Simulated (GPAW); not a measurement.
## Pressure against volume in AlB2-type HfB2 (space group 191) (GPAW, PBEsol)

```yaml
crystal:
  lattice:
    - [3.04883, 0.00000, 0.00000]
    - [-1.52442, 2.64037, 0.00000]
    - [0.00000, 0.00000, 3.37896]
  atoms:
    - { symbol: Hf, position: [0.00000, 0.00000, 0.00000] }
    - { symbol: B, position: [0.66667, 0.33333, 0.50000] }
    - { symbol: B, position: [0.33333, 0.66667, 0.50000] }
```

Computed with PBEsol, GPAW PAW datasets PBEsol (made by gpaw-setup) (plane waves; GPAW). Settings: mode = pw; ecut = 1040 eV; xc = PBEsol; kpts = 22 22 17; mesh shift (steps) = 0 0 0; occupations.name = fermi-dirac; occupations.width = 0.05 eV; nbands = -9; convergence.forces = 0.001 eV/Å; symmetry.symmorphic = false; symmetry.tolerance = 0.0005; maxiter = 120. The cell above is the first row's. The rows scale it uniformly. In all rows fractional positions and the k mesh are held.

```csv
V (Å^3/atom),P (GPa)
9.067,?
9.264,15.83
9.461,9.25
9.658,3.28
9.855,-2.11
10.052,-7.01
10.250,-11.43
10.447,-15.45
10.644,-19.10
```

Task: Using a cubic, estimate the missing P at V = 9.067 from the other rows, showing the fit.

Result: With u = V - 10.0, the rows have u = -0.7360, -0.5390, -0.3420, -0.1450, 0.0520, 0.2500, 0.4470, 0.6440. Least squares gives P = -5.756 - 24.1961·u + 6.1349·u² - 1.1437·u³. Residuals (row less fit): -0.002, 0.003, -0.002, 0.005, -0.012, 0.009, -0.002, -0.001; standard error 0.008 (degrees of freedom: 4). The fitted pressure is zero at V0 = 9.775, where dP/dV = -27.12, so B0 = -V0·dP/dV = 265 GPa. At the withheld row, u = -0.9330, so P = -5.756 - 24.1961 × (-0.9330) + 6.1349 × (-0.9330)² - 1.1437 × (-0.9330)³ = 23.088 GPa. The calculation gives 23.11 GPa, 0.022 GPa above the prediction (0.1 % of the range of P in the table). The row lies outside the fitted rows, so this is an extrapolation. From the scatter of the fitted rows alone, a prediction at this place has a standard error of 0.022 GPa, so the miss is 1.0 times that.

Carrying the step between the two nearest rows on in a straight line would have given 22.41, off by 0.70; series whose last step already gives the withheld value aren't shown. The scan was laid around a cell of about the measured size, scaled by a guess for this functional; axis ratios and inner coordinates come from that cell. The runs keep the symmetry of the cell, so they don't test it for distortions. Spin-orbit coupling is off. The shape of the cell and the inner coordinates aren't relaxed, so V0 and B0 belong to this uniform scaling; a relaxed crystal lies no higher in energy and is usually softer. Cutoffs and mesh are single choices, not tested for convergence of this quantity. Series with a scatter that would blur these digits, or in which a gap closes, are not shown.
